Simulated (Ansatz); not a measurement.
Base system: GaP in the zinc blende structure (space group F-43m, No. 216).

```yaml
crystal:
  lattice:
    - [0.00000, 2.72587, 2.72587]
    - [2.72587, 0.00000, 2.72587]
    - [2.72587, 2.72587, 0.00000]
  atoms:
    - { symbol: P, position: [0.75000, 0.75000, 0.75000] }
    - { symbol: Ga, position: [0.00000, 0.00000, 0.00000] }
```

Levels (all Ansatz, an electronic-structure program, PAW, earlier PAW set): r2SCAN (500 eV, no spin-orbit coupling); HSE06 (420 eV, no SOC); HSE06+SOC (420 eV, with spin-orbit coupling).

One geometry, relaxed with r2SCAN, under each level:

The valence-band top lists the three highest levels at Γ (Kramers pairs under SOC), from the VBM.

```tsv
level	band gap	lowest conduction level above the VBM at special points	valence-band top at Γ
r2SCAN	1.85 eV	X 1.91 eV; L 2.04 eV; Γ 2.36 eV	0.00, 0.00, 0.00 eV
HSE06	2.26 eV	X 2.29 eV; L 2.50 eV; Γ 2.79 eV	–
HSE06+SOC	2.23 eV	X 2.26 eV; L 2.47 eV; Γ 2.75 eV	0.00, 0.00, -0.10 eV
```

Single points use the geometry relaxed with r2SCAN. The hybrid gap comes from the SCF mesh plus the semilocal run's edge points and a few special points and is an upper bound. Differences between runs with and without spin-orbit coupling are approximate. Stability against distortions was not tested.
